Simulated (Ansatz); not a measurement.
Results of r²SCAN (Ansatz, a quantum-chemistry and plane-wave program, plane waves, PAW) for SmMg₃ (Fm-3m, No. 225).

Run with plane-wave cutoff 500 eV, 14×14×14 k mesh, Fermi–Dirac smearing 0.1 eV, spin-polarised start, scalar-relativistic PAW data made under PBE.

Computed at the level's own relaxed cell.

**Question.** Estimate the volume per atom and lattice parameter a that the calculation returns.

**Answer.** 
* **volume per atom**: 26.39 Å³/atom
* **lattice parameter a**: 7.503 Å

Note: the magnetic order was assumed, not searched for or taken from measurement; the 4f shell is treated without U or exact exchange, so its levels and filling can be wrong; the volume lies 5 % above that of the published cell.

Spin–orbit coupling is not included.

The computed numbers hold no vibrational or temperature effects.
